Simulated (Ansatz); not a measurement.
The starting structures come from a database of crystals and need not be the phases stable at ambient conditions.

 Where the default PAW files enter, the runs use the earlier of Ansatz's two default sets.

Tunnelling through a barrier is set by its complex band structure: the current falls as exp(−2κd) with the smallest κ.

Consider the following.

```xyz
10
Lattice="5.9548 0.0000 0.0000 0.0000 8.4213 0.0000 2.9774 4.2107 2.9774" Properties=species:S:1:pos:R:3 pbc="T T T"
Na     0.0000     0.0000     0.0000
Ba     2.9774     6.3160     0.0000
Ba     2.9774     2.1053     0.0000
Re     0.0000     4.2107     0.0000
O      0.0000     2.3069     0.0000
O      0.0000     6.1144     0.0000
O      1.3461     4.2107     1.3461
O      1.6312     8.4213     1.6312
O      4.6086     4.2107     1.3461
O      4.3235     8.4213     1.6312
```

Space group of this cell: Fm-3m. The cell is taken as given; by PBEsol its mean pressure is -7.0 GPa.

Transport runs along the normal of the first two printed cell vectors, the (110) plane of the conventional cell.

The gap is the functional's own. No spin-orbit coupling. Mid-gap values are interpolated on the energy grid.

Problem. Estimate the band gap and the smallest decay constant κ at mid-gap that PBEsol (Ansatz, a quantum-chemistry and plane-wave program) returns for this system.

Solution. Gap 1.90 eV on a 10×10×10 mesh; κ = 0.310 1/Å, at the zone centre.
